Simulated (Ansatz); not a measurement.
Input:

Host crystal: anatase TiO2, with a band gap (PBE, scalar-relativistic without spin-orbit coupling).

End structure of Al on the 1x1 (101) surface of anatase TiO2 (cut with top plane O), one in a 2x1 cell, started at the site 'bridge O-O-O (span 3.8 Å)':

```xyz
37
Lattice="7.5975 0.0000 0.0000 1.8994 5.2090 0.0000 0.0000 0.0000 28.5000" Properties=species:S:1:pos:R:3 pbc="T T T"
O      1.8994     2.2734     9.5548
O      5.6981     2.2734     9.5548
Ti     1.8994     3.8696    10.4672
Ti     5.6981     3.8696    10.4672
O      3.7988     4.3968    10.2347
O      7.5975     4.3968    10.2347
O      3.7988     0.6610    10.9426
O      7.5975     0.6610    10.9426
Ti     1.8994     1.0646    10.9433
Ti     5.6981     1.0646    10.9433
O      1.8994     2.8956    11.9562
O      5.6981     2.8956    11.9562
O      1.8994     0.6402    13.0347
O      5.6981     0.6402    13.0347
Ti     1.8944     2.4016    13.9077
Ti     5.7029     2.3971    13.9082
O      3.7991     2.7944    14.0179
O      7.5979     2.8095    14.0022
O      1.8984     4.3201    14.5251
O      5.6993     4.3348    14.4896
Ti     3.8028     4.7109    14.5284
Ti     7.5955     4.7213    14.5462
O      1.8639     1.2915    15.4838
O      5.7358     1.3037    15.4893
O      3.8510     4.2328    16.5572
O      7.5404     4.2528    16.5912
Ti     1.9447     0.8992    17.3717
Ti     5.6568     0.8738    17.3893
O      3.8053     1.2166    17.6397
O      7.5876     1.2500    17.7745
O      1.9076     2.7223    18.1830
O      5.6819     2.7803    18.2717
Ti     3.7980     3.2705    18.0660
Ti     7.5864     3.2632    18.1296
O      3.5143     4.8756    19.0088
O      7.8930     4.8940    19.0385
Al     1.9092     5.6844    19.6661
```

Model: 37-atom slab, 9.4 Å thick at the start under the adsorbate (thin: gaps and levels are the slab's own), 3x4x1 mesh, Fermi-Dirac 0.01 eV, dipole correction, 14 atoms held, the rest relaxed; no symmetry held; spin-polarised, ending with about 0.2 μB a cell, a value that depends on the mesh; orders that need a larger cell were not tried, no spin-orbit, no U, no dispersion correction. The slab shows no gap over 0.04 eV on its mesh. At the end it is bonded to 3 O + 3 Ti. In PBE it is, or lies within 0.03 eV of, the lowest of the starts that converged.

A negative adsorption energy means that the adsorbate is more stable on the surface than in its reference.

Question: What change of the step from the bottom to the top vacuum level, against the clean slab does PBE (Ansatz, a quantum-chemistry and plane-wave program) give?

Answer: -0.18 eV

Question: What is the computed work function of the top face (PBE)?

Answer: 4.61 eV

Question: What is the computed adsorption energy against an atom of fcc Al (PBE)?

Answer: 0.48 eV
